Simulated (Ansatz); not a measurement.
Base system: ZnS in the zinc blende structure (space group F-43m, No. 216; a = 5.297 Å). Axes: x, y, z lie along the cube axes.

Level of theory: LDA in Ansatz (plane waves to 420 eV, PAW, no spin-orbit coupling).

The change: a pure shear with ε_xy = ε_yx = 0.0114, atoms relaxed at fixed cell.

Question: Predict the stress tensor and what it implies for the stiffness.

Answer: Stress of the strained cell less that of the base (GPa, compression positive):
```
   0.01   -1.19    0.00
  -1.19    0.01    0.00
   0.00    0.00   -0.01
```

Then −Δσ/γ with γ = 2ε = 0.0228 gives relaxed-ion elastic constants: C66 ≈ 52 GPa.

Stability against distortions was not tested.

Ansatz is a program for electronic structure.
